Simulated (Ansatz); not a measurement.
Consider CuI in the zinc blende structure (space group F-43m, No. 216).

```yaml
crystal:
  lattice:
    - [0.00000, 2.96966, 2.96966]
    - [2.96966, 0.00000, 2.96966]
    - [2.96966, 2.96966, 0.00000]
  atoms:
    - { symbol: Cu, position: [0.00000, 0.00000, 0.00000] }
    - { symbol: I, position: [0.25000, 0.25000, 0.25000] }
```

Cartesian axes are those of the cell as printed.

All numbers come from Kohn–Sham DFT with the PBEsol functional, run in Ansatz (a quantum-chemistry and plane-wave program) with PAW and 420 eV plane waves, spin-orbit coupling left out.

Modification: a pure shear with ε_xy = ε_yx = 0.0200; the atoms relax in the strained cell.

**Question.** Predict the stress tensor and what it implies for the stiffness.

**Answer.** Stress of the strained cell less that of the base (GPa, compression positive):
```
   0.00   -0.97    0.00
  -0.97    0.00    0.00
   0.00    0.00    0.00
```

Then −Δσ/γ with γ = 2ε = 0.0400 gives secant stiffness values (nonlinear terms included at this strain): C66 ≈ 24 GPa.

Whether these cells are dynamically stable was not tested. All final runs are without spin polarisation.
